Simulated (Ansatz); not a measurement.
A computed series for Sn: response to strain

Consider Sn in the diamond structure (space group Fd-3m, No. 227; relaxed with 0.1 eV smearing).

```xyz
2
Lattice="0.0000 3.3281 3.3281 3.3281 0.0000 3.3281 3.3281 3.3281 0.0000" Properties=species:S:1:pos:R:3 pbc="T T T"
Sn     0.0000     0.0000     0.0000
Sn     1.6640     1.6640     1.6640
```

Strains are applied to the cell and any free atomic positions relax.

Calculations: Ansatz (a program for electronic structure), PBE, PAW, cutoff 420 eV, no spin-orbit coupling.

Notes on the quantities. energy relative to the base: free energy F.

```tsv
case	pressure	energy relative to the base	shortest interatomic distance
base	0.0 GPa	0 meV/atom	2.882 Å
isotropic strain −3.00 %	4.1 GPa	+37 meV/atom	2.796 Å
isotropic strain −2.00 %	2.5 GPa	+16 meV/atom	2.825 Å
isotropic strain −1.50 %	?	?	2.839 Å
isotropic strain −1.00 %	1.2 GPa	+3.8 meV/atom	2.853 Å
isotropic strain −0.50 %	0.6 GPa	+0.9 meV/atom	2.868 Å
isotropic strain +0.50 %	-0.5 GPa	+0.9 meV/atom	2.897 Å
isotropic strain +1.00 %	-1.0 GPa	+3.6 meV/atom	2.911 Å
isotropic strain +2.50 %	-2.2 GPa	+21 meV/atom	2.954 Å
isotropic strain +3.00 %	-2.5 GPa	+30 meV/atom	2.969 Å
```

Fill in the withheld entries from the trend.


- isotropic strain −1.50 %, pressure: 1.8 GPa
- isotropic strain −1.50 %, energy relative to the base: +8.8 meV/atom

Whether these cells are dynamically stable was not tested.
